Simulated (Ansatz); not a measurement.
For CaTiO3 (Pnma, No. 62), PBEsol in Ansatz (PAW) gives:

- volume per atom: 11.01 Å³/atom
- bulk modulus B0: 186 GPa
- cohesive energy: 6.88 eV/atom
- band gap: 2.43 eV

**Question.** What does rVV10 in Ansatz (PAW) give for the same quantities?

**Answer.** 
- equilibrium volume per atom: 11.45 Å³/atom (rises by 4.0 %)
- bulk modulus: 176 GPa (shrinks by 5.4 %)
- cohesive energy: 6.66 eV/atom (shrinks by 0.22 eV/atom)
- band gap: 2.38 eV (decreases by 0.05 eV)

Changes are worked out from the printed values.

Unless a cell is named, each level is at its own relaxed cell (PBEsol 11.01, rVV10 11.45 Å³/atom).

Density-functional gaps are differences of (generalised) Kohn–Sham levels.

Caveats: the relaxation could not lower the start's symmetry, so the cell can be a saddle point above a distorted one (PBEsol, rVV10). Ansatz's density-functional and Hartree–Fock values are scalar-relativistic unless marked +SOC, with PAW data made under PBE.

Ansatz is a quantum-chemistry and plane-wave program.
